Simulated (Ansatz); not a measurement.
HfSi (Pnma, No. 62) was calculated with LDA (plane waves, PAW; Ansatz, an electronic-structure program).

Numerical settings: plane-wave cutoff 520 eV, 8×14×12 k mesh (along the axes of the cell as run), Fermi–Dirac smearing 0.05 eV, scalar-relativistic PAW data made under PBE.

Cell (relaxed at this level):

HfSi is modelled in the orthorhombic space group Pnma (No. 62), Pearson symbol oP8. Cell: a = 6.773 Å, b = 3.725 Å, c = 5.164 Å, α = 90.00°, β = 90.00°, γ = 90.00°. Hf on 4c has 5 Si at 2.662–2.667 Å and 2 Si at 2.802–2.848 Å. Si on 4c has 2 Si at 2.433 Å and 5 Hf at 2.662–2.667 Å and 2 Hf at 2.802–2.848 Å. (Neighbours: up to the widest gap in distance over summed covalent radii, below 1.35, at either atom; cation-cation and far metal-metal contacts left out.)

What does this level give for the bulk modulus B0?


- bulk modulus B0: 167 GPa

The run finds no gap.

Note: the bulk modulus is −V dP/dV from two relaxed cells at ±2 % in volume.

Spin–orbit coupling is not included; it can open a gap where bands touch, and shift volumes and moduli.
